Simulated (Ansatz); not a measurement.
CaC6 (R-3m, No. 166, 7 atoms in the cell), treated with r²SCAN (plane waves, PAW; Ansatz, a first-principles code).

Numerical settings: plane-wave cutoff 560 eV, 16×16×16 k mesh, Fermi–Dirac smearing 0.05 eV, scalar-relativistic PAW data made under PBE.

The cell is scaled about its equilibrium volume:

Shape and atoms are relaxed at each volume.

```json
[
 {"V (Å³/atom)": "9.915", "P (GPa)": "5.58", "c (Å)": "12.956", "a (Å)": "4.308"},
 {"V (Å³/atom)": "10.122", "P (GPa)": "2.60", "c (Å)": "13.157", "a (Å)": "4.319"},
 {"V (Å³/atom)": "10.328", "P (GPa)": "0.00", "c (Å)": "13.362", "a (Å)": "4.329"},
 {"V (Å³/atom)": "10.535", "P (GPa)": "-2.18", "c (Å)": "13.577", "a (Å)": "4.338"},
 {"V (Å³/atom)": "10.741", "P (GPa)": "-4.02", "c (Å)": "13.798", "a (Å)": "4.345"}
]
```

Note: the relaxation could not lower the start's symmetry, so the cell can be a saddle point above a distorted one; the bulk modulus comes from volumes at which shape and atoms were relaxed.
